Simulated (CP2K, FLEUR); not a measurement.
A FLEUR input for a self-consistent single point of NaSbF₆ (Fm-3m, 8 atoms in the cell) (DFT, LDA (Vosko-Wilk-Nusair), all-electron FLAPW (FLEUR), scalar-relativistic valence):

Input of the input generator:

```
NaSbF6 FLAPW
&input film=f /
-0.0000000000 4.1077300000 4.1077300000
4.1077300000 -0.0000000000 4.1077300000
4.1077300000 4.1077300000 -0.0000000000
1.8897261246
1.0 1.0 1.0

8
11 0.5000000000 0.5000000000 0.5000000000
51 -0.0000000000 -0.0000000000 -0.0000000000
9 0.7712800000 0.7712800000 0.2287200000
9 0.2287200000 0.2287200000 0.7712800000
9 0.2287200000 0.7712800000 0.7712800000
9 0.7712800000 0.2287200000 0.2287200000
9 0.7712800000 0.2287200000 0.7712800000
9 0.2287200000 0.7712800000 0.2287200000

&comp jspins=1 /
&exco xctyp='vwn' /
&kpt div1=5 div2=5 div3=5 /
&end /
```

```xml
<?xml version="1.0" encoding="UTF-8" standalone="no"?>
<fleurInput fleurInputVersion="0.39">
   <comment>
      NaSbF6 FLAPW                                                                                        
   </comment>
   <calculationSetup>
      <cutoffs Kmax="4.8" Gmax="19.2" GmaxXC="19.2" numbands="0"/>
      <scfLoop itmax="60" minDistance="0.00001" maxIterBroyd="15" imix="Anderson" alpha="0.05" precondParam="0.0" spinf="2.0"/>
      <coreElectrons ctail="T" frcor="F" kcrel="0" coretail_lmax="0"/>
      <xcFunctional name="vwn" relativisticCorrections="F"/>
      <magnetism jspins="1"/>
      <soc l_soc="F" theta="0.0" phi="0.0" spav="F"/>
      <expertModes spex="0" secvar="F"/>
      <geometryOptimization l_f="T" forcealpha="1.0" forcemix="BFGS" epsdisp="0.00001" epsforce="0.00001"/>
      <ldaU l_linMix="F" mixParam="0.05" spinf="1.0"/>
   </calculationSetup>
   <cell>
      <bzIntegration valenceElectrons="66.0" mode="hist" fermiSmearingEnergy="0.00036749">
         <kPointListSelection listName="default-1"/>
         <!-- k-points included here -->
         <xi:include xmlns:xi="http://www.w3.org/2001/XInclude" href="kpts.xml"> </xi:include>
      </bzIntegration>
      <!-- symmetry operations included here -->
      <xi:include xmlns:xi="http://www.w3.org/2001/XInclude" href="sym.xml"> </xi:include>
      <bulkLattice scale="1.0">
         <bravaisMatrix>
            <row-1>    0.0000000000000000     7.7624846938031578     7.7624846938031578</row-1>
            <row-2>    7.7624846938031578     0.0000000000000000     7.7624846938031578</row-2>
            <row-3>    7.7624846938031578     7.7624846938031578     0.0000000000000000</row-3>
         </bravaisMatrix>
      </bulkLattice>
   </cell>
   <atomSpecies>
      <species name="Sodium (Na)" element="Na" atomicNumber="11">
         <mtSphere radius="2.63" gridPoints="925" logIncrement="0.012"/>
         <atomicCutoffs lmax="10" lnonsphr="8"/>
         <electronConfig flipSpins="F">
            <coreConfig>(1s1/2)</coreConfig>
            <valenceConfig>(2s1/2) (2p1/2) (2p3/2) (3s1/2)</valenceConfig>
            <stateOccupation state="(3s1/2)" spinUp="0.5" spinDown="0.5"/>
         </electronConfig>
         <energyParameters s="3" p="3" d="3" f="4"/>
         <lo type="SCLO" l="0" n="2" eDeriv="0"/>
         <lo type="SCLO" l="1" n="2" eDeriv="0"/>
      </species>
      <species name="Antimony (Sb)" element="Sb" atomicNumber="51">
         <mtSphere radius="2.07" gridPoints="731" logIncrement="0.018"/>
         <atomicCutoffs lmax="8" lnonsphr="6"/>
         <electronConfig flipSpins="F">
            <coreConfig>(1s1/2) (2s1/2) (2p1/2) (2p3/2) (3s1/2) (3p1/2) (3p3/2) (4s1/2) (3d3/2) (3d5/2) (4p1/2) (4p3/2)</coreConfig>
            <valenceConfig>(5s1/2) (4d3/2) (4d5/2) (5p1/2) (5p3/2)</valenceConfig>
            <stateOccupation state="(5p1/2)" spinUp="0.5" spinDown="0.5"/>
            <stateOccupation state="(5p3/2)" spinUp="1.0" spinDown="1.0"/>
         </electronConfig>
         <energyParameters s="5" p="5" d="5" f="4"/>
         <lo type="SCLO" l="2" n="4" eDeriv="0"/>
      </species>
      <species name="Fluorine (F)" element="F" atomicNumber="9">
         <mtSphere radius="1.17" gridPoints="415" logIncrement="0.025"/>
         <atomicCutoffs lmax="6" lnonsphr="4"/>
         <electronConfig flipSpins="F">
            <coreConfig>(1s1/2)</coreConfig>
            <valenceConfig>(2s1/2) (2p1/2) (2p3/2)</valenceConfig>
            <stateOccupation state="(2p1/2)" spinUp="0.8333333333333" spinDown="0.8333333333333"/>
            <stateOccupation state="(2p3/2)" spinUp="1.6666666666667" spinDown="1.6666666666667"/>
         </electronConfig>
         <energyParameters s="2" p="2" d="3" f="4"/>
      </species>
   </atomSpecies>
   <atomGroups>
      <atomGroup species="Sodium (Na)">
         <relPos label="                   1">1.000/2.000 1.000/2.000 1.000/2.000</relPos>
         <force calculate="T" relaxXYZ="TTT"/>
      </atomGroup>
      <atomGroup species="Antimony (Sb)">
         <relPos label="                   2">.0000000000 .0000000000 .0000000000</relPos>
         <force calculate="T" relaxXYZ="TTT"/>
      </atomGroup>
      <atomGroup species="Fluorine (F)">
         <relPos label="                   3">-.2287200000 -.2287200000 .2287200000</relPos>
         <relPos label="                   4">.2287200000 .2287200000 -.2287200000</relPos>
         <relPos label="                   5">.2287200000 -.2287200000 -.2287200000</relPos>
         <relPos label="                   6">-.2287200000 .2287200000 .2287200000</relPos>
         <relPos label="                   7">-.2287200000 .2287200000 -.2287200000</relPos>
         <relPos label="                   8">.2287200000 -.2287200000 .2287200000</relPos>
         <force calculate="T" relaxXYZ="TTT"/>
      </atomGroup>
   </atomGroups>
   <output dos="F" band="F" slice="F">
      <checks vchk="F" cdinf="F"/>
      <bandDOS minEnergy="-.5*Htr" maxEnergy="0.5*Htr" sigma="0.015" storeEVData="T"/>
      <vacuumDOS vacdos="F" integ="F" star="F" nstars="0" locx1="0.0" locy1="0.0" locx2="0.0" locy2="0.0" nstm="0" tworkf="0.0"/>
      <unfoldingBand unfoldBand="F" supercellX="1" supercellY="1" supercellZ="1"/>
      <plotting iplot="0" polar="F">
         <plot TwoD="T" vec1="  1.0  0.0  0.0" vec2="  0.0  1.0  0.0" vec3="  0.0  0.0  1.0" zero="  0.0  0.0  0.0" file="plot"/>
      </plotting>
      <chargeDensitySlicing numkpt="0" minEigenval="0.0" maxEigenval="0.0" nnne="0" pallst="F"/>
      <specialOutput eonly="F"/>
      <magneticCircularDichroism mcd="F" energyLo="-10.0" energyUp="0.0"/>
   </output>
  <!-- We include the file relax.xml here to enable relaxations (see documentation) -->
  <xi:include xmlns:xi="http://www.w3.org/2001/XInclude" href="relax.xml"> <xi:fallback/> </xi:include>
</fleurInput>
```

Problem. Give the CP2K input for the same structure, mesh, smearing and functional.

Solution. One input that does it (others would too):

```
&GLOBAL
  PROJECT run
  RUN_TYPE ENERGY_FORCE
  PRINT_LEVEL LOW
&END GLOBAL
&FORCE_EVAL
  METHOD Quickstep
  STRESS_TENSOR ANALYTICAL
  &DFT
    BASIS_SET_FILE_NAME BASIS_MOLOPT
    POTENTIAL_FILE_NAME GTH_POTENTIALS
    &QS
      METHOD GPW
      EPS_DEFAULT 1E-10
    &END QS
    &MGRID
      CUTOFF 950
      REL_CUTOFF 40
      NGRIDS 5
    &END MGRID
    &SCF
      SCF_GUESS ATOMIC
      EPS_SCF 1E-6
      MAX_SCF 100
      ADDED_MOS 10
      &DIAGONALIZATION
        ALGORITHM STANDARD
      &END DIAGONALIZATION
      &MIXING
        METHOD BROYDEN_MIXING
        ALPHA 0.3
        NBUFFER 10
        BETA 1.5
      &END MIXING
      &SMEAR ON
        METHOD FERMI_DIRAC
        ELECTRONIC_TEMPERATURE [K] 116.05
      &END SMEAR
    &END SCF
    &KPOINTS
      SCHEME MONKHORST-PACK 5 5 5
    &END KPOINTS
    &XC
      &XC_FUNCTIONAL PADE
      &END XC_FUNCTIONAL
    &END XC
    &PRINT
      &MO
        EIGENVALUES T
        OCCUPATION_NUMBERS T
        NDIGITS 8
        FILENAME mo
        &EACH
          QS_SCF 0
        &END EACH
        ADD_LAST NUMERIC
      &END MO
      &MULLIKEN OFF
      &END MULLIKEN
    &END PRINT
  &END DFT
  &SUBSYS
    &CELL
      ABC 5.80920700 5.80920739 5.80920764
      ALPHA_BETA_GAMMA 59.99999585 59.99999798 59.99999653
      PERIODIC XYZ
    &END CELL
    &COORD
      SCALED
      Na       0.50000000     0.50000000     0.50000000
      Sb       0.00000000     0.00000000     0.00000000
      F        0.77128000     0.77128000     0.22872000
      F        0.22872000     0.22872000     0.77128000
      F        0.22872000     0.77128000     0.77128000
      F        0.77128000     0.22872000     0.22872000
      F        0.77128000     0.22872000     0.77128000
      F        0.22872000     0.77128000     0.22872000
    &END COORD
    &KIND Na
      BASIS_SET DZVP-MOLOPT-SR-GTH-q9
      POTENTIAL GTH-PADE-q9
    &END KIND
    &KIND Sb
      BASIS_SET DZVP-MOLOPT-SR-GTH-q5
      POTENTIAL GTH-PADE-q5
    &END KIND
    &KIND F
      BASIS_SET DZVP-MOLOPT-SR-GTH-q7
      POTENTIAL GTH-PADE-q7
    &END KIND
  &END SUBSYS
  &PRINT
    &FORCES ON
    &END FORCES
    &STRESS_TENSOR ON
    &END STRESS_TENSOR
  &END PRINT
&END FORCE_EVAL
```

Basis, cutoffs, solver keys and any potentials are the target program's own. This input uses DFT LDA (Pade form), GPW, DZVP-MOLOPT-SR-GTH basis, GTH-PADE potentials (GTH_POTENTIALS). LDA parametrisations can differ slightly between programs.

The starting cell comes from a database of computed structures (which also holds hypothetical and non-ambient phases and stackings), without a prior relaxation at this level. Its lattice was rescaled by a random factor within 2.5 % of one.
